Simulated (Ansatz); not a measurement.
SiO2 (P4₁2₁2, No. 92)

These are r²SCAN (Ansatz, a first-principles code, plane waves, PAW) values and carry that method's errors.

Numerical settings: plane-wave cutoff 560 eV, 8×8×6 k mesh (along the axes of the cell as run), Fermi–Dirac smearing 0.01 eV, scalar-relativistic PAW data made under PBE.

Cell (relaxed at this level):

```
O2Si
1.0
    4.98227     0.00000     0.00000
    0.00000     4.98227     0.00000
    0.00000     0.00000     6.92024
Si O
4 8
Cartesian
  1.50541   1.50541   0.00000
  0.98572   3.99655   1.73006
  3.47686   3.47686   3.46012
  3.99655   0.98572   5.19018
  1.18718   0.54147   1.25373
  1.94966   3.67831   2.98379
  3.79510   4.44080   4.71385
  3.03261   1.30396   6.44392
  3.67831   1.94966   3.93645
  4.44080   3.79510   2.20639
  1.30396   3.03261   0.47633
  0.54147   1.18718   5.66651
```

```
Property             Value
--------  ----------------
band gap  6.35 eV (direct)
```

Computed values are for the static lattice.

Computing time: very roughly 5 core-minutes.
